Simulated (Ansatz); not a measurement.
LaBi (model structure, started from the CsCl type, Pm-3m, No. 221, 2 atoms in the cell) was calculated with LDA (Ansatz, an electronic-structure program, plane waves, PAW).

Settings: plane-wave cutoff 520 eV, 14×14×14 k mesh, Fermi–Dirac smearing 0.05 eV, scalar-relativistic PAW data made under PBE.

Cell (relaxed at this level):

```
BiLa
1.0
    3.94535     0.00000     0.00000
    0.00000     3.94535     0.00000
    0.00000     0.00000     3.94535
La Bi
1 1
Direct
  0.00000   0.00000   0.00000
  0.50000   0.50000   0.50000
```

### Question
What does this level give for the bulk modulus?

### Answer

* **bulk modulus**: 59.7 GPa

The run finds no gap.

Note: the bulk modulus is −V dP/dV from two relaxed cells at ±2 % in volume; the relaxation could raise the start's symmetry but not lower it, so the cell can be a saddle point.

Spin–orbit coupling is not included; it can shift volumes and moduli of such heavy elements.

Computed values are for the static lattice.

Computing time: roughly 50 core-seconds.

A model structure was made by putting elements into a prototype or built by hand; it is no filed structure, need not be a known phase, and can be a saddle point held by its symmetry.
